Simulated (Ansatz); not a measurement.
Consider Cr in the simple cubic structure (space group Pm-3m, No. 221; non-magnetic; a hypothetical phase, not in the database extracts checked).

```xyz
1
Lattice="2.3403 0.0000 0.0000 0.0000 2.3403 0.0000 0.0000 0.0000 2.3403" Properties=species:S:1:pos:R:3 pbc="T T T"
Cr     0.0000     0.0000     0.0000
```

All numbers come from Ansatz (a program for electronic structure), PBE, PAW, cutoff 420 eV, spin-orbit coupling left out.

Base values:

Density: 6.74 g/cm³
Shortest interatomic distance: 4.423 bohr
Band gap: zero

The change: cell and atoms relaxed at a pressure of 7.5 GPa.

Task: Estimate the effect on the density, shortest interatomic distance and band gap.

Result: The density grows by 0.25 g/cm³ to 6.99 g/cm³; the shortest interatomic distance falls by 0.054 bohr to 4.369 bohr; the band gap remains zero.

Load acts through the strain it causes; cell and atoms are relaxed under it. Whether these cells are dynamically stable was not tested. No other phases were tried under pressure. Seeded moments were not kept for the base. The final runs are not spin-polarised.
